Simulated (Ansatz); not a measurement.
## Carrier properties of SiC under load (space group F-43m)

Input:

```yaml
crystal:
  lattice:
    - [0.00000, 2.23653, 2.23653]
    - [2.23653, 0.00000, 2.23653]
    - [2.23653, 2.23653, 0.00000]
  atoms:
    - { symbol: Si, position: [0.00000, 0.00000, 0.00000] }
    - { symbol: C, position: [0.25000, 0.25000, 0.25000] }
```

Computed with PBE with spin-orbit coupling, rigid bands (plane waves, PAW; Ansatz, a first-principles code). Condition of this run: hydrostatic pressure of -15 GPa (compression positive) (the target of the relaxation). Geometry: cell and atoms relaxed with PBEsol, then loaded as said.

- band gap = 1.42 eV
- electron conductivity mass (300 K, dilute) = 0.31 mₑ
- hole conductivity mass (300 K, dilute) = 0.69 mₑ
- effective density of states N_c (300 K) = 1.6e19 cm⁻³
- effective density of states N_v (300 K) = 1.2e20 cm⁻³
- density-of-states mass, electrons = 0.73 mₑ
- density-of-states mass, holes = 2.9 mₑ
- Seebeck coefficient, n-type 1e19 cm⁻³, 300 K = -255 μV/K
- best n-type power factor at 300 K for τ = 10 fs (best axis; densities from 1e16 to 1e21 cm⁻³ tried, whether or not they can be reached) = 7.7 μW/(cm·K²) at 3e19 cm⁻³
- Seebeck coefficient, p-type 1e19 cm⁻³, 300 K = 434 μV/K
- best p-type power factor at 300 K for τ = 10 fs (best axis; densities from 1e16 to 1e21 cm⁻³ tried, whether or not they can be reached) = 29 μW/(cm·K²) at 3e20 cm⁻³

Rigid bands; masses and Seebeck coefficients take one relaxation time τ for all states and one kind of carrier; polarons and phonon drag are left out. Geometry: cell and atoms relaxed with PBEsol.
